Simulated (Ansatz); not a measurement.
The starting structures come from a database of crystals and need not be the phases stable at ambient conditions.

## Evanescent states of LiNbO3 (R-3c, 10 atoms a cell, 11.1 Å³ an atom, -9 GPa at this level) along the normal of (001)

Computed with r2SCAN (plane waves, PAW; Ansatz, a first-principles code).

The gap is the functional's own. No spin-orbit coupling. Mid-gap values are those at the computed energy nearest the middle.

Energies count from the valence-band top; κ is the least over a 12×12 mesh across the current.

```
E (eV)  κ (1/Å)  where
------  -------  -----
0.07      0.132      Γ
0.21      0.179      Γ
0.35      0.213      Γ
0.49      0.239      Γ
0.63      0.260      Γ
0.77      0.277      Γ
0.91      0.286  off Γ
1.05      0.292  off Γ
1.19      0.295  off Γ
1.33      0.296  off Γ
1.47      0.295  off Γ
1.61      0.292  off Γ
1.75      0.286  off Γ
1.89      0.277  off Γ
2.03      0.264  off Γ
2.17      0.248  off Γ
2.31      0.227  off Γ
2.45      0.198  off Γ
2.59      0.159  off Γ
2.73      0.097  off Γ
```

Problem. How thick must the barrier be to attenuate the transmission by 10^8 when the electrodes' Fermi level lies at 0.63 eV, and what attenuation does that film give at 1.33 eV?

Solution. d = 8 ln 10 / (2 × 0.260) = 35.4 Å. At 1.33 eV it gives 8 × 0.296/0.260 = 9.1 decades.
